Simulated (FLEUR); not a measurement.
FLEUR run on CuGaSe2 (I-42d, 8 atoms in the cell): self-consistent single point.

Method: PBE, all-electron FLAPW (FLEUR), scalar-relativistic valence.

The change in words: lattice scaled by 0.98. Reference geometry:
```
CELL_PARAMETERS angstrom
     -2.83305     2.83305     5.56510
      2.83305    -2.83305     5.56510
      2.83305     2.83305    -5.56510
ATOMIC_POSITIONS crystal
  Ga 0.50000 0.50000 0.00000
  Ga 0.25000 0.75000 0.50000
  Cu 0.00000 0.00000 0.00000
  Cu 0.75000 0.25000 0.50000
  Se 0.87500 0.87500 0.50000
  Se 0.12500 0.62500 0.00000
  Se 0.37500 0.37500 0.50000
  Se 0.62500 0.12500 0.00000
```

Reference input (self-consistent single point, DFT, PBE, all-electron FLAPW (FLEUR), scalar-relativistic valence): Kmax = 3.8 1/bohr; GmaxXC = 13.3 1/bohr; xcFunctional = pbe; jspins = 1; l_soc = F; mode = hist; fermiSmearingEnergy = 0.00073499 Htr; mesh (inpgen div1-3) = 3 3 3; inpgen gamma flag = false; Gmax = 13.3 1/bohr; numbands = 0; maxIterBroyd = 15. This run's input differs from it in these lines:

```diff
@@ -6,3 +6,3 @@
 0.4131431329 0.4131431329 -0.8115574554
-12.9584353961
+12.6992666882
 1.0 1.0 1.0
@@ -49,5 +49,5 @@
          <bravaisMatrix>
-            <row-1>   -5.3536885970270065     5.3536885970270065    10.5165148560242070</row-1>
-            <row-2>    5.3536885970270065    -5.3536885970270065    10.5165148560242070</row-2>
-            <row-3>    5.3536885970270065     5.3536885970270065   -10.5165148560242070</row-3>
+            <row-1>   -5.2466148250955555     5.2466148250955555    10.3061845589215775</row-1>
+            <row-2>    5.2466148250955555    -5.2466148250955555    10.3061845589215775</row-2>
+            <row-3>    5.2466148250955555     5.2466148250955555   -10.3061845589215775</row-3>
          </bravaisMatrix>
```

Output (repeated stretches shortened):

```
 Iteration:     1   Distance:      12.82581779 me/bohr^3
 Iteration:     2   Distance:       8.50910455 me/bohr^3
 Iteration:     3   Distance:       5.17695068 me/bohr^3
 Iteration:     4   Distance:       5.55088594 me/bohr^3
 Iteration:     5   Distance:       2.37303860 me/bohr^3
   [... 13 lines left out ...]
 Iteration:    19   Distance:       0.00003921 me/bohr^3
 Iteration:    20   Distance:       0.00002024 me/bohr^3
 Iteration:    21   Distance:       0.00001289 me/bohr^3
 Iteration:    22   Distance:       0.00000554 me/bohr^3
 Reset of history
 Run finished successfully
 Stop message:
   Structural relaxation: new displacements generated

[file out, last iteration]
             iter=     23
[...]
          total density-effective poten   -2.7038492064E+04
          total charge density-energy d   -6.3913584629E+02
 Updated energy parameters for spin:           1
[...]
 fermi energy and band-weighting factors:
   [... 8 lines left out ...]

[...]
FERMIE:
          first approx. to ef    (T=0)  :   0.225849 htr   (energy of the highest occ. eigenvalue)
          number of occ. states  (T=0)  :        336
          first approx. to seigv (T=0)  : -65.860260 htr
          sum of weights of occ. states :  56.000000
          sum of semicore charge        :   0.000000 e
FERHIS:  Fermi-Energy by histogram:
          bandgap                     :   0.013457 htr
   [... lines left out ...]
          charge neutrality (T=0)     :   0.000000    (zero if the highest occ. eigenvalue is "entirely" occupied)
 Direct bandgap for spin            1 :    1.3457325490138672E-002  Htr
 ---->    free energy=                    -16919.3608720108 htr
   [... lines left out ...]
 TOTAL FORCE FOR ATOM TYPE=  1  X=  0.000   Y=  0.000   Z= 10.306
                       FX_TOT= 0.000000 FY_TOT= 0.000000 FZ_TOT= 0.000000
 TOTAL FORCE FOR ATOM TYPE=  2  X=  0.000   Y=  0.000   Z=  0.000
                       FX_TOT= 0.000000 FY_TOT= 0.000000 FZ_TOT= 0.000000
 TOTAL FORCE FOR ATOM TYPE=  3  X=  2.623   Y=  2.623   Z= -7.730
                       FX_TOT= 0.007898 FY_TOT= 0.000000 FZ_TOT= 0.000000
```

The run converged in 22 iterations. FLEUR gives forces in its relaxation mode, with a further iteration, so its stop message speaks of a relaxation. Against the reference run the free energy goes up by 32.2 meV/atom, the largest force goes from 0.287 to 0.406 eV/Å and the gap on the mesh goes from 0.092 to 0.366 eV.

The starting cell has typed, rounded lattice constants, without a prior relaxation at this level. Its lattice was rescaled by a random factor within 2.5 % of one. For this run, on top of that: lattice scaled by 0.98. Values depend on the basis (sphere radii, cutoffs, local orbitals), which need not be converged.

Cost on one core of a shared machine: roughly 7 min.
